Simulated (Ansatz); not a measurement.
Consider GaN in the rock salt structure (space group Fm-3m, No. 225; a = 4.219 Å; a model cell). Axes: x, y, z lie along the cube axes.

One thing is altered: uniaxial stress, 8 GPa compression along x; all other stress components relax to zero.

Levels (all Ansatz, a quantum-chemistry and plane-wave program, PAW): PBEsol (420 eV, no spin-orbit coupling); r2SCAN (500 eV, spin-orbit coupling left out); HSE06 (420 eV, spin-orbit coupling left out).

One geometry, relaxed with PBEsol, under each level:

```tsv
level	band gap	lowest conduction level above the VBM at special points	electron mass	pressure
PBEsol	0.36 eV	M 0.36 eV; X 0.75 eV; Γ 2.38 eV; S 2.64 eV	0.41 mₑ along k, 0.19 mₑ across (at M)	2.67 GPa
r2SCAN	___	___	___	___
HSE06	1.72 eV	M 1.72 eV; X 2.12 eV; Γ 3.72 eV	–	–
```

Task: Give the withheld r2SCAN results.

Result: 
- r2SCAN, band gap: 0.98 eV
- r2SCAN, lowest conduction level above the VBM at special points: M 0.98 eV; X 1.36 eV; Γ 2.94 eV; S 3.27 eV
- r2SCAN, electron mass: 0.41 mₑ along k, 0.20 mₑ across (at M)
- r2SCAN, pressure: 2.34 GPa

Single points use the geometry relaxed with PBEsol. Their cutoffs differ, which shifts pressures a little. HSE06 was sampled on its mesh, a few special points and the semilocal edge points, so its gap is an upper bound. Load acts through the strain it causes; cell and atoms are relaxed under it. Masses are band curvatures over ±0.01 Å⁻¹ around the edge. Along k means along the line from Γ to the band edge. Beyond what the load breaks, stability against distortions was not tested. The base started in Pnma and relaxed to Fm-3m at this level. This is not the structure that GaN has at room temperature and ambient pressure. Labels are those of the standard path for the cell's own space group.
